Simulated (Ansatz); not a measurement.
Base system: HgSe in the zinc blende structure (space group F-43m, No. 216; a = 6.260 Å).

Calculations: PBE, PAW, 420 eV (Ansatz, an electronic-structure program; spin-orbit coupling left out).

Strains are applied to the cell and any free atomic positions relax.

One change was made to it. Results:

```tsv
quantity	base	after
energy relative to the base (free energy F)	0 meV/atom	+3.8 meV/atom
pressure	0.0 GPa	1.4 GPa
```

Question: Name the change that was made.
A) isotropic strain −1.00 %
B) isotropic strain +1.00 %
C) isotropic strain +1.50 %
D) isotropic strain −3.00 %
E) isotropic strain −2.00 %

Answer: A, isotropic strain −1.00 %. For comparison, the pressure in the other runs: isotropic strain +1.00 % gives -1.2 GPa; isotropic strain −2.00 % gives 3.0 GPa; isotropic strain +1.50 % gives -1.7 GPa; isotropic strain −3.00 % gives 4.9 GPa.

Stability against distortions was not tested. The final runs are not spin-polarised.
